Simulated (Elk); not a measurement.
Band structure of CrB (Cmcm, 4 atoms in the cell).

```
CrB
1.0
    1.45169    -3.89914     0.00000
    1.45169     3.89914     0.00000
    0.00000     0.00000     2.90195
Cr B
2 2
Direct
  0.85462   0.14538   0.75000
  0.14538   0.85462   0.25000
  0.56494   0.43506   0.75000
  0.43506   0.56494   0.25000
```

Method: Elk with PBEsol, all-electron FP-LAPW, Elk's shipped species files, default APW+lo basis.

Settings: xctype = 22; swidth = 0.00367493 Ha; ngridk = 8 8 8; rmtscf = 0.86; maxscl = 100.

The starting cell comes from a database of computed structures (which also holds hypothetical and non-ambient phases and stackings), without a prior relaxation at this level. Spin polarisation is off. Values depend on the basis (sphere radii, cutoffs, local orbitals), which need not be converged.

Levels in eV from the Fermi level, bands 14 to 21:
| point | 14 | 15 | 16 | 17 | 18 | 19 | 20 | 21 |
|---|---|---|---|---|---|---|---|---|
| Γ | -3.34 | -1.90 | -0.79 | -0.27 | -0.14 | 0.41 | 0.67 | 1.16 |
| X | -2.95 | -1.75 | -1.56 | -0.84 | -0.43 | 0.92 | 1.06 | 1.09 |
| S | -3.12 | -2.15 | -1.62 | -0.36 | -0.15 | 0.83 | 0.90 | 1.16 |
| R | -4.29 | -2.48 | -2.48 | 1.01 | 1.01 | 1.12 | 1.12 | 3.28 |
| A | -3.93 | -2.46 | -2.46 | 0.81 | 0.81 | 1.01 | 1.01 | 2.99 |
| Z | -3.52 | -2.89 | -2.89 | 0.91 | 0.91 | 1.11 | 1.11 | 2.30 |
| Y | -3.15 | -2.23 | -0.61 | -0.28 | 0.44 | 0.81 | 0.92 | 1.48 |
| X1 | -2.95 | -1.75 | -1.56 | -0.84 | -0.43 | 0.92 | 1.06 | 1.09 |
| A1 | -3.93 | -2.46 | -2.46 | 0.81 | 0.81 | 1.01 | 1.01 | 2.99 |
| T | -2.56 | -2.09 | -2.09 | -0.65 | -0.65 | 0.38 | 0.38 | 1.38 |

Bands cross the Fermi level along this path, so the cell is metallic at this level.
